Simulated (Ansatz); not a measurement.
AlB2-type ZrB₂, treated with r²SCAN0 (PAW; Ansatz, an electronic-structure program).

Settings: plane-wave cutoff 520 eV, 12×12×8 k mesh (along the axes of the cell as run), Fermi–Dirac smearing 0.05 eV, scalar-relativistic PAW data made under PBE.

Computed at the level's own relaxed cell.

Question: Predict the lattice parameter a and lattice parameter c.

Answer: 
* **lattice parameter a**: 3.158 Å
* **lattice parameter c**: 3.532 Å

Measured, for comparison: lattice constant a 3.17 Å, lattice parameter c 3.532 Å (room temperature, no zero-point or thermal correction; as tabulated in Zhang et al. (2020), arXiv:1911.03307). Computed (rounded) less measured: lattice constant a -0.4 %, lattice parameter c 0.0 %. A static lattice is as a rule a little smaller and stiffer than an uncorrected measurement, which narrows the difference in the lattice constant a and would widen misses of the other sign.

Static lattice: no zero-point or thermal effects.
